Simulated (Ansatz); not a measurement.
## A worked fit of the energy against the vacuum, with one run withheld: the (110) slab of NaI (cut from a parent of space group no. 225; 8 atoms in the cell)

```
NaI
1.0
    6.48941     0.00000     0.00000
    0.00000     4.58871     0.00000
    0.00000     0.00000    36.88299
I Na
4 4
Cartesian
  0.00000   3.44153  14.99998
  3.24471   1.14718  17.29429
  0.00000   3.44153  19.58871
  3.24471   1.14718  21.88301
  0.00000   1.14718  17.29429
  3.24471   3.44153  14.99998
  0.00000   1.14718  21.88301
  3.24471   3.44153  19.58871
```

Method: LDA (PW92), default PAW files made with PBE (plane waves; Ansatz, an electronic-structure program).

Base settings: basis.ecutwfc = 420 eV; kpoints.mp_grid.grid = 2 3 1; hamiltonian.xc = lda; hamiltonian.pseudopotentials = {kind: paw} (the program's default PAW files); scf.occupations.method = fermi_dirac; scf.occupations.width = 0.01 eV.

The last step of the ladder, which sets the zero, is vacuum between outermost atoms (Å) = 30.0.

The starting cell has typed, rounded lattice constants, without a prior relaxation at this level. The slab is cut from that crystal, and its faces are unrelaxed. Its lattice was rescaled by up to half a per cent. Spin polarisation is off, though cut faces can carry moments; a gap of a slab can lie between surface states.

The differences are negative here: closer images bind.

An empirical form: the interaction of two facing surfaces decays exponentially with the gap, by the tails of the wave functions or, on ionic faces, by the in-plane pattern of charges: ln|ΔF| = a + b·d. One k-point is taken across the vacuum.

| vacuum (Å) | size of F less the last step's (meV/atom) | ln of it |
|---|---|---|
| 4.0 | 31.46 | 3.449 |
| 5.0 | 11.06 | 2.403 |
| 6.0 | ? | ? |
| 7.0 | 1.39 | 0.329 |
| 8.0 | 0.51 | -0.673 |

Task: Fit the line to the 4 rows given and predict the withheld one.

Result: Means: x̄ = 6.0000, ȳ = 1.3770. Σ(x − x̄)(y − ȳ) = -10.32 and Σ(x − x̄)² = 10.00, so b = -1.032 and a = ȳ − b·x̄ = 7.5690; the decay length is 0.97 Å. The largest residual of the fitted rows is 0.016. At x = 6.0 the line gives 1.377, that is 3.96 meV/atom. The run gave 3.86 meV/atom, a miss of 0.10 meV/atom (3 %). The table is a window of a longer ladder. The rows were chosen because the form fits them, the withheld one included, so this shows the method and is no test of the form.

Left out of this page: 7 runs of the series outside the window shown, repeating another row's setting, or not comparable.

Keys are those of Ansatz 0.2.
